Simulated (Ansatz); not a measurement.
The starting structures come from a database of crystals and need not be the phases stable at ambient conditions.

By PBEsol, the system below comes out a metal.

A figure of merit of an interconnect metal is its ballistic conductance per area.

Data:

```
CELL_PARAMETERS angstrom
      5.26585     0.00000     0.00000
      0.00000     6.15941     0.00000
      0.00000     0.00000     4.47044
ATOMIC_POSITIONS crystal
  Zr 0.14148 0.17694 0.75000
  Zr 0.85852 0.82306 0.25000
  Zr 0.64148 0.32306 0.25000
  Zr 0.35852 0.67694 0.75000
  Rh 0.82997 0.54599 0.75000
  Rh 0.17003 0.45401 0.25000
  Rh 0.32997 0.95401 0.25000
  Rh 0.67003 0.04599 0.75000
```

Space group of this cell: Pnma. The cell is taken as given; by PBEsol its mean pressure is -4.2 GPa.

The current flows along the normal of the first two printed cell vectors. No spin-orbit coupling; the value is a mean over 0.1 eV about the Fermi level.

Problem. State the ballistic conductance per area according to PBEsol run with Ansatz (a program for electronic structure).

Solution. 0.38 × 10¹⁵ S/m² for both spins.
